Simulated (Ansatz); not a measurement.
Take TaSi2 (space group P6_222, No. 180; a = 4.7760 Å, c = 6.5628 Å) as the base. Axes: x lies along a and z along c of the hexagonal cell.

Level of theory: r2SCAN (Ansatz, a program for electronic structure; PAW; 500 eV plane waves; no spin-orbit coupling).

Base values:

The pressure is 0.0 GPa and the volume per atom is 14.40 Å³.

Modification: biaxial strain −3.38 %, plane normal [001], relaxed out of plane (Cartesian); in-plane vectors clamped, the third vector and the atoms free.

Question: How does this affect the pressure and volume per atom?

Answer: The pressure (mean of the normal stresses, compression positive) goes from zero to 11.2 GPa; the volume per atom falls by 0.759 Å³, from 14.40 Å³ to 13.65 Å³.

No phonon test of stability was made. All final runs are without spin polarisation. An odd electron count without spin: TaSi2.
